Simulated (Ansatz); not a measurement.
What tensor shear ε_xz = +1.00 % does to GaN

The reference is GaN in the wurtzite structure (space group P6_3mc, No. 186; a = 3.152 Å, c = 5.138 Å). Axes: x lies along a and z along c of the hexagonal cell.

It is then changed as follows: a pure shear with ε_xz = ε_zx = 0.0100; the atoms relax in the strained cell.

Calculations: LDA/PAW in Ansatz (an electronic-structure program), no SOC. Γ-centred 12×12×7 mesh, Fermi–Dirac width 0.05 eV.

- Volume per atom = 11.05 Å³ (base 11.05 Å³)
- Space group = Cc (No. 9) (base P6_3mc (No. 186))
- Shortest interatomic distance = 1.924 Å (base 1.927 Å)
- Energy relative to the base (free energy F) = +1.3 meV/atom
- Pressure (mean of the normal stresses, compression positive) = 0.00 GPa (base 0.00 GPa)
- Band gap = 2.09 eV (base 2.13 eV)
- Gap character = direct at Γ (base direct at Γ)
- Electron mass = 0.18 mₑ along z, 0.20 mₑ across (at Γ) (base 0.18 mₑ along c, 0.20 mₑ across (at Γ))
- Valence-band top at Γ (three highest levels, from the VBM) = 0.00, -0.04, -0.13 eV (base 0.00, 0.00, -0.05 eV)
- Stress (xx, yy, zz, yz, xz, xy; compression positive) = (-0.04, 0.02, 0.03, 0.00, -1.93, 0.00) GPa

Effective masses come from finite differences of ±0.01 Å⁻¹. Stability against distortions was not tested. k-point labels follow each cell's own Brillouin zone.
